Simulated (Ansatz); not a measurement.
## Os: energy against strain

Os (hcp, P6_3/mmc, 13.896 Å³/atom at rest, c along z) under a strain ε along c (axis z), the other axes held. PBEsol in Ansatz, a plane-wave DFT program (PAW, default set), 420 eV, 24×24×14 Γ-centred mesh, Fermi-Dirac smearing 0.10 eV; ions are relaxed within the symmetry of each cell.

Here s stands for strain and y for E less E0.

| strain (%) | E less E0 (meV/atom) |
|---|---|
| -3.00 | ? |
| -1.50 | 8.52 |
| -1.00 | 3.67 |
| -0.50 | 0.85 |
| 0.00 | 0.00 |
| 0.50 | 1.04 |
| 1.00 | 3.90 |
| 1.50 | 8.50 |

Taking a parabola for y over the 7 complete rows: Least squares gives y = 0.000 + 0.0421·s + 3.7824·s². Residuals (row less fit): 0.073, -0.070, -0.075, 0.000, 0.073, 0.075, -0.074; standard error 0.090 (degrees of freedom: 4). Twice the quadratic coefficient over the volume, 2 × 3.7824 meV × 10⁴ × 0.1602 / 13.896 Å³, is the elastic constant C33 = 872 ± 9 GPa.

Estimate the missing y (s = -3.00); what did the run itself give?

y = 0.000 + 0.0421 × (-3.0) + 3.7824 × (-3.0)² = 33.915 meV/atom. The calculation gives 36.15 meV/atom, 2.235 meV/atom above the prediction (6.2 % of the range of y in the table). The row lies outside the fitted rows, so this is an extrapolation. From the scatter of the fitted rows alone, a prediction at this place has a standard error of 0.343 meV/atom, so the miss is 6.5 times that.

One order more, fitted to all 13 runs of the series, follows each within 0.02, so the miss is the next term of a smooth law. In a metal these values are sensitive to mesh and smearing; energies are taken to zero smearing, stresses follow the free energy. Rows are the converged runs of the series near zero and its far end; series whose fitted rows scatter by over a few per cent of the range, as at a crossing or softening among them, aren't shown in this form. Most that stay on the fit to the last digits aren't either.
